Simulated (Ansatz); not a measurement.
Data:

```xyz
2
Lattice="0.0000 2.2773 2.2773 2.2773 0.0000 2.2773 2.2773 2.2773 0.0000" Properties=species:S:1:pos:R:3 pbc="T T T"
B      0.0000     0.0000     0.0000
P      1.1387     1.1387     1.1387
```

Calculation: r2SCAN with spin-orbit coupling, rigid bands (plane waves, PAW; Ansatz, a first-principles code). Condition of this run: hydrostatic pressure -2 GPa (the target of the relaxation). Cell: cell and atoms relaxed with r2SCAN, then loaded as said.

What conductivity effective mass do dilute electrons have at 300 K?

0.32 mₑ.

What conductivity effective mass do dilute holes have at 300 K?

0.40 mₑ.

And the band gap?

1.41 eV at this level; semilocal functionals usually fall short of the measured gap.

Rigid bands, one relaxation time for all states, no polarons.
